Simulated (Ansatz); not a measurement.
CaTiO3 (Pnma, No. 62)

Method: PBEsol-D3(BJ) (plane waves, PAW; Ansatz, an electronic-structure program).

Settings: plane-wave cutoff 520 eV, 6×6×6 k mesh, Fermi–Dirac smearing 0.01 eV, no spin polarisation, scalar-relativistic PAW data made under PBE.

Cell (relaxed at this level):

```cif
data_Ca4O12Ti4
_chemical_formula_sum 'Ca4 Ti4 O12'
_space_group_name_H-M_alt 'Pnma'
_space_group_IT_number 62
_space_group_name_Hall '-P 2ac 2n'
_cell_length_a 5.40177
_cell_length_b 7.54148
_cell_length_c 5.29916
_cell_angle_alpha 90.000
_cell_angle_beta 90.000
_cell_angle_gamma 90.000
loop_
_atom_site_label
_atom_site_type_symbol
_atom_site_symmetry_multiplicity
_atom_site_Wyckoff_symbol
_atom_site_fract_x
_atom_site_fract_y
_atom_site_fract_z
_atom_site_occupancy
Ca1 Ca 4 c 0.04493 0.75000 0.49039 1
Ti1 Ti 4 a 0.00000 0.00000 0.00000 1
O1 O 4 c 0.02007 0.25000 0.08048 1
O2 O 8 d 0.20818 0.04223 0.70739 1
```

```yaml
bulk modulus B0: 195 GPa
band_gap: 2.46 eV (direct)
pressure derivative B′ of the bulk modulus: 4.2
```

Note: the relaxation could not lower the start's symmetry, so the cell can be a saddle point above a distorted one; the bulk modulus comes from volumes at which shape and atoms were relaxed.

The computed numbers hold no vibrational or temperature effects.

Cost on a shared machine: very roughly 40 core-minutes.
